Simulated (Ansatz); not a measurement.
A relaxation of cell and atoms of LaCO (P1, 6 atoms in the cell) with Ansatz (a first-principles code).

Computed with LDA (PW92), PAW files made with PBE (plane waves; Ansatz).

```yaml
crystal:
  lattice:
    - [3.54557, -2.00557, 0.00000]
    - [3.54557, 2.00557, 0.00000]
    - [-0.68026, 0.00000, 7.33580]
  atoms:
    - { symbol: La, position: [0.29923, 0.31601, 0.28671] }
    - { symbol: La, position: [0.69129, 0.68242, 0.70034] }
    - { symbol: C, position: [0.00875, 0.07701, 0.93024] }
    - { symbol: C, position: [0.97652, 0.94698, 0.07711] }
    - { symbol: O, position: [0.68846, 0.63370, 0.37537] }
    - { symbol: O, position: [0.33576, 0.34388, 0.63024] }
```

Reference input (self-consistent single point, DFT, LDA (PW92), plane waves, PAW files made with PBE): kpoints.mp_grid.grid = 6 6 3; hamiltonian.xc = lda; hamiltonian.pseudopotentials = {kind: paw} (an earlier, softer set of the program's PAW files); scf.occupations.method = fixed. This run's input differs from it in these lines:

```diff
@@ -19,2 +19,4 @@
   occupations: { method: fixed }
+relax:
+  cell: {}
 output:
```

Output (repeated stretches shortened):

```
   [... SCF lines of the steps left out ...]
relax step   1: F+E_penalty+E_count = -13755.06906031 eV  Δ(F+E_penalty+E_count) = +0.000e0 eV  max|allowed force component| = 1.962e0 eV/Å  Δτ_max = 0.0000 Å  P = -6.517 GPa  Ω = 104.328 Å³  (11 SCF iters, dr2 threshold 1.00e-7 eV, accepted)
relax step   2: F+E_penalty+E_count = -13755.20970524 eV  Δ(F+E_penalty+E_count) = -1.406e-1 eV  max|allowed force component| = 1.127e0 eV/Å  Δτ_max = 0.1333 Å  P = +5.412 GPa  Ω = 93.247 Å³  energy of the carried Pulay correction = +2.022e-2 eV  (8 [...]
   [... lines left out ...]
relax step   9: F+E_penalty+E_count = -13755.38989478 eV  Δ(F+E_penalty+E_count) = -3.455e-4 eV  max|allowed force component| = 8.942e-4 eV/Å  Δτ_max = 0.0040 Å  P = -0.002 GPa  Ω = 98.104 Å³  energy of the carried Pulay correction = +2.689e-4 eV  [...]
relax step  10: F+E_penalty+E_count = -13755.38964413 eV  Δ(F+E_penalty+E_count) = +2.506e-4 eV  max|allowed force component| = 9.144e-4 eV/Å  Δτ_max = 0.0000 Å  P = -0.004 GPa  Ω = 98.104 Å³  stress off target by 1.27e-2 GPa  SCF on the basis [...]
basis re-selected at this cell: Δ(F+E_penalty+E_count) = +2.506e-4 eV, ΔP = -0.003 GPa vs the last step
Stability not checked: this state was not tested for a lower state beside it, because too few of the mixer's solves of this state at the end of the SCF gave a …
Free energy (F): -13755.389644 eV
Internal energy: -13755.389644 eV  (E = F + TS)
E sigma→0 (E₀):  -13755.389644 eV
Fermi energy:    7.836888 eV
--- Forces (eV/Å), atoms counted from 1 ---
  atom   1  La     0.00025248     0.00010031     0.00035330
  atom   2  La    -0.00016688    -0.00013231    -0.00013569
   [... lines left out ...]
  cell:  # Å, volume = 98.1041 Å³
   [... lines left out ...]
    - { symbol: C, position: [0.040964131526484995, 0.04270384063988949, 0.927131208303161] }
    - { symbol: C, position: [0.9590364631443189, 0.9572944703469808, 0.07287012322338145] }
    - { symbol: O, position: [0.6520516573138802, 0.6516282794065346, 0.3785050681217702] }
    - { symbol: O, position: [0.34794976739078376, 0.3483735966848488, 0.6214956532382191] }
```

The run converged. 

Summary of the result:
- Free energy E − TS (on the zero of these files): -13755.3896 eV
- Top of the valence band (on the code's own zero): 7.84 eV
- Gap on the k-point mesh: 2.89 eV
- Pressure: 0.00 GPa
- Largest force (vector length): 0.001 eV/Å
- Final cell: a = 4.0000 Å, b = 4.0009 Å, c = 7.1933 Å, α = 95.06°, β = 95.01°, γ = 58.93°
- Final volume per atom: 16.35 Å³
- Relaxation steps: 10

The starting cell comes from a database of computed structures (which also holds hypothetical and non-ambient phases and stackings), without a prior relaxation at this level. Its atoms were displaced at random from the sites of space group no. 12. Ansatz's pressure includes its estimate of the finite-basis (Pulay) stress.

Cost on one core of a shared machine: roughly 3 min.

Keys are those of Ansatz 0.2.
